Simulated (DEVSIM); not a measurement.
Structure: Si p+/n-/n+ power diode, at 300 K.

| layer (left to right) | material | thickness (μm) | Nd (cm⁻³) | Na (cm⁻³) | τn (s) | τp (s) |
|---|---|---|---|---|---|---|
| 1 | Si | 1.00 | - | 1.9e18 | 0.00013 | 0.00013 |
| 2 | Si | 7.80 | 2e16 | - | 0.00013 | 0.00013 |
| 3 | Si | 3.50 | 1.7e18 | - | 0.00013 | 0.00013 |

Left contact: ohmic. Right contact: ohmic. Voltage is applied to the left contact. Recombination: SRH at mid-gap, radiative, Auger. Mobility is μmin + (μ − μmin)/(1 + (N/Nref)^α).

The device is made up for the run: typed textbook-type constants, with dimensions and the other settings drawn at random. Values at 300 K.

| parameter | Si |
|---|---|
| gap (eV) | 1.124 |
| affinity (eV) | 4.05 |
| permittivity | 11.7 |
| Nc (cm⁻³) | 2.86e19 |
| Nv (cm⁻³) | 3.1e19 |
| μn (cm²/Vs) | 1417 |
| μp (cm²/Vs) | 470 |
| μn,min | 52 |
| μp,min | 45 |
| Nref,n | 9.7e16 |
| Nref,p | 2.2e17 |
| αn | 0.68 |
| αp | 0.72 |
| B (cm³/s) | 4.7e-15 |
| Cn (cm⁶/s) | 2.8e-31 |
| Cp (cm⁶/s) | 9.9e-32 |

Model (solved in DEVSIM): 1D drift-diffusion, Boltzmann statistics, complete ionisation; no tunnelling, impact ionisation, image-force lowering or self-heating.

The doping Nd of layer 3 was swept, all else fixed.

| doping Nd of layer 3 (cm^-3) | dark forward voltage at 100 A/cm² (V) | dark forward voltage at 1 A/cm² (V) | potential step across the device at zero bias (V) |
|---|---|---|---|
| 5.1e16 | 0.803 | 0.668 | 0.888 |
| 1.7e17 | 0.820 | 0.692 | 0.919 |
| 5.1e17 | 0.837 | 0.713 | 0.948 |
| 1.7e18 | 0.848 | 0.726 | 0.979 |
| 5.1e18 | 0.851 | 0.729 | 1.007 |

From the first row to the last the dark forward voltage at 100 A/cm² goes from 0.803 to 0.851. From the first row to the last the dark forward voltage at 1 A/cm² goes from 0.668 to 0.729.
